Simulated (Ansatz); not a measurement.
Here is the system:

```yaml
crystal:
  lattice:
    - [0.00000, 2.54465, 2.54465]
    - [2.54465, 0.00000, 2.54465]
    - [2.54465, 2.54465, 0.00000]
  atoms:
    - { symbol: Zr, position: [0.00000, 0.00000, 0.00000] }
    - { symbol: O, position: [0.25000, 0.25000, 0.25000] }
    - { symbol: O, position: [0.75000, 0.75000, 0.75000] }
```

No spin polarisation.

Computed with r2SCAN/PAW in Ansatz (a quantum-chemistry and plane-wave program), no spin-orbit coupling. Settings: 11×11×11 k-points, 0.05 eV Fermi–Dirac smearing.

Question: Estimate the electron mass (degenerate bands, along [100]).

Answer: 0.53, 2.1 mₑ (at Γ).

Question: What is the computed smallest direct gap?

Answer: 4.29 eV.

Question: What band gap does the calculation give?

Answer: 3.89 eV.

Masses are band curvatures over ±0.01 Å⁻¹ around the edge. No phonon test of stability was made. The cell was made from HfO2 by this change: Hf → Zr. This is not the structure that ZrO2 has at room temperature and ambient pressure.
